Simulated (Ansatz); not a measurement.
By PBEsol, the system below comes out a metal.

Input:

```
W
1.0
    3.17032     0.00000     0.00000
    0.00000     3.17032     0.00000
    1.58516    -1.58516     1.58516
W
1
Direct
  0.00000   0.00000   0.00000
```

Space group of this cell: Im-3m, bcc (W type). The cell is taken as given; by PBEsol its mean pressure is -4.8 GPa.

These are PBEsol (plane waves, PAW; Ansatz, a first-principles code) values and carry that method's errors.

Varied: the period of the mesh across the current. Costs are rough processor-time ratios of whole runs on one shared host; the tightest setting serves as the reference and is not exact either. The current runs along the normal of (001).

| setting | rough cost against the tightest | ballistic conductance per area (both spins) (× 10¹⁵ S/m²) |
|---|---|---|
| 14×14 | about 1/6 | 0.94 |
| 22×22 | about 1/4 | 0.91 |
| 36×36 | about 1/2 | 0.95 |
| 64×64 | 1 | ? |

Question: Estimate from the trend what the tightest setting gives. Which is the loosest setting from which on the ballistic conductance per area (both spins) stays within 0.029 × 10¹⁵ S/m² of that, and at what cost?

Answer: The tightest setting gives 0.96 × 10¹⁵ S/m². 36×36 suffices; its cost against the tightest setting's is about 1/2. The loosest setting misses by 0.017 × 10¹⁵ S/m².
